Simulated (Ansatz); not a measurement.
Consider BN in the wurtzite structure (space group P6_3mc, No. 186; a = 2.5232 Å, c = 4.1751 Å). Axes: x lies along a and z along c of the hexagonal cell.

Level of theory: DFT with LDA, PAW potentials and a 420 eV plane-wave cutoff in Ansatz (a quantum-chemistry and plane-wave program), without spin-orbit coupling.

The change: an isotropic linear strain of −3.00 %, atoms relaxed at fixed cell.

**Question.** Predict the stress tensor and what it implies for the stiffness.

**Answer.** Stress of the strained cell less that of the base (GPa, compression positive):
```
  42.97    0.00    0.00
   0.00   42.97    0.00
   0.00    0.00   44.12
```

Then B = −ΔP/(ΔV/V₀) with ΔV/V₀ = -0.0873 gives secant stiffness values (nonlinear terms included at this strain): B (at held cell shape, above the free-shape value) ≈ 496 GPa.

As a check, the harmonic strain energy −½ V₀ Δσ:ε is 70 meV/atom; the computed energy rise is 63 meV/atom.

Stability against distortions was not tested.
